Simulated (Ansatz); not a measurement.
Worked example: relaxation of cell and atoms of TiNbB2 (P1, 4 atoms in the cell) in Ansatz (a first-principles code).

Method: LDA (PW92), PAW files made with PBE (plane waves; Ansatz).

```yaml
crystal:
  lattice:
    - [3.10046, 0.00000, 0.00000]
    - [0.00000, 1.64838, 4.33209]
    - [0.00000, -1.64838, 4.33209]
  atoms:
    - { symbol: Ti, position: [0.98345, 0.11614, 0.18380] }
    - { symbol: Nb, position: [0.51657, 0.82774, 0.86044] }
    - { symbol: B, position: [0.48673, 0.56809, 0.54915] }
    - { symbol: B, position: [0.01325, 0.48802, 0.40660] }
```

Reference input (self-consistent single point, DFT, LDA (PW92), plane waves, PAW files made with PBE): kpoints.mp_grid.grid = 7 7 7; hamiltonian.xc = lda; hamiltonian.pseudopotentials = {kind: paw} (an earlier, softer set of the program's PAW files); scf.occupations.method = gaussian; scf.occupations.width = 0.272 eV. This run's input differs from it in these lines:

```diff
@@ -23,2 +23,4 @@
     width: 0.272
+relax:
+  cell: {}
 output:
```

Output (repeated stretches shortened):

```
   [... SCF lines of the steps left out ...]
relax step   1: F+E_penalty+E_count = -7195.49817105 eV  Δ(F+E_penalty+E_count) = +0.000e0 eV  max|allowed force component| = 1.784e0 eV/Å  Δτ_max = 0.0000 Å  P = -8.355 GPa  Ω = 44.281 Å³  (8 SCF iters, dr2 threshold 1.00e-7 eV, accepted)
relax step   2: F+E_penalty+E_count = -7195.84342644 eV  Δ(F+E_penalty+E_count) = -3.453e-1 eV  max|allowed force component| = 1.259e0 eV/Å  Δτ_max = 0.1641 Å  P = +11.852 GPa  Ω = 40.819 Å³  energy of the carried Pulay correction = +1.933e-3 eV  (6 [...]
   [... lines left out ...]
relax step   6: F+E_penalty+E_count = -7195.99175250 eV  Δ(F+E_penalty+E_count) = -3.070e-6 eV  max|allowed force component| = 3.098e-4 eV/Å  Δτ_max = 0.0002 Å  P = -0.001 GPa  Ω = 42.321 Å³  energy of the carried Pulay correction = +1.075e-3 eV  (6 [...]
relax step   7: F+E_penalty+E_count = -7195.99083503 eV  Δ(F+E_penalty+E_count) = +9.175e-4 eV  max|allowed force component| = 6.103e-4 eV/Å  Δτ_max = 0.0000 Å  P = -0.025 GPa  Ω = 42.321 Å³  stress off target by 3.39e-2 GPa  SCF on the basis [...]
basis re-selected at this cell: Δ(F+E_penalty+E_count) = +9.175e-4 eV, ΔP = -0.025 GPa vs the last step
Stability not checked: this state was not tested for a lower state beside it, because too few of the mixer's solves of this state at the end of the SCF gave a …
Free energy (F): -7195.990835 eV
Internal energy: -7195.930123 eV  (E = F + TS)
E sigma→0 (E₀):  -7195.960479 eV
Entropy (-TS):   -0.060712 eV (-15.178 meV/atom)
Fermi energy:    16.108078 eV
--- Forces (eV/Å), atoms counted from 1 ---
  atom   1  Ti    -0.00002084     0.00004914     0.00061039
   [... lines left out ...]
  cell:  # Å, volume = 42.3213 Å³
   [... lines left out ...]
    - [-2.654530227210933e-6, -1.6194313496107096, 4.265890403877967]
  atoms:
    - { symbol: Ti, position: [6.373442074110897e-7, 0.14435442787684677, 0.1443563591170499] }
    - { symbol: Nb, position: [0.5000003557585193, 0.8534986550443653, 0.8534971038636501] }
    - { symbol: B, position: [0.49999990131194866, 0.5585327990306665, 0.558533853174463] }
    - { symbol: B, position: [-8.944146749674052e-7, 0.443603037958696, 0.443601603755411] }
```

The run converged.  The full log also holds: “iter 5 did not close the SCF: its close was put off for the readings that it lacked (scf_convergence_deferred on its scf_iter line)”. The full log also holds: “iter 4 did not close the SCF: its close was put off for the readings that it lacked (scf_convergence_deferred on its scf_iter line)”.

Summary of the result:
| Item | Result |
|---|---|
| Free energy E − TS (on the zero of these files) | -7195.9908 eV |
| Fermi level (on the code's own zero) | 16.11 eV |
| Pressure | -0.03 GPa |
| Final cell | a = 3.0631 Å, b = c = 4.5629 Å, α = 41.58°, β = γ = 90.00° |
| Final volume per atom | 10.58 Å³ |
| Relaxation steps | 7 |

The starting cell comes from a database of computed structures (which also holds hypothetical and non-ambient phases and stackings), without a prior relaxation at this level. Its atoms were displaced at random from the sites of space group no. 38. Spin polarisation is off. Ansatz's pressure includes its estimate of the finite-basis (Pulay) stress.

Cost on one core of a shared machine: roughly 3 min.

Keys are those of Ansatz 0.2.
